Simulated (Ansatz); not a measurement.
AlB2-type ZrB2, relaxed in Ansatz (plane waves) with several semilocal functionals. Each gives its own volume and its own bulk modulus:

```tsv
level	V0 (Å³/atom)	bulk modulus (GPa)	ln V0	ln B0
PBEsol-D3(BJ)	9.835	261.8	2.2859	5.5676
LDA	9.883	260.7	2.2908	5.5634
PBE-D3(BJ)	10.018	250.0	2.3044	5.5215
PBE	10.282	237.9	2.3304	5.4719
r²SCAN	10.284	242.1	2.3306	5.4894
BLYP	10.580	220.0	2.3590	5.3936
```

Q: Fit a straight line to ln B0 against ln V0. What does it predict for revPBE, whose volume is 10.399 Å³/atom?

A: With x = ln V0 and y = ln B0: means 2.31685 and 5.50123; Σ(Δx Δy) = -0.009023, Σ(Δx²) = 0.003941, so the slope is -2.29. At x = 2.3417 the line gives y = 5.50123 + (-2.29) × (2.3417 − 2.31685) = 5.4443, or 231.4 GPa. The run with revPBE gives 231.0 GPa, -0.2 % from the line. The rows used scatter about it by up to 2.0 %, while the largest value lies 19 % above the smallest. For comparison, PBE's own equation of state has B′ = 4.0, the slope −d ln B/d ln V at a fixed functional; the two needn't agree, since functionals also differ at one volume.

Ansatz's density-functional and Hartree–Fock values are scalar-relativistic unless marked +SOC, with PAW data made under PBE.

Ansatz is an electronic-structure program.
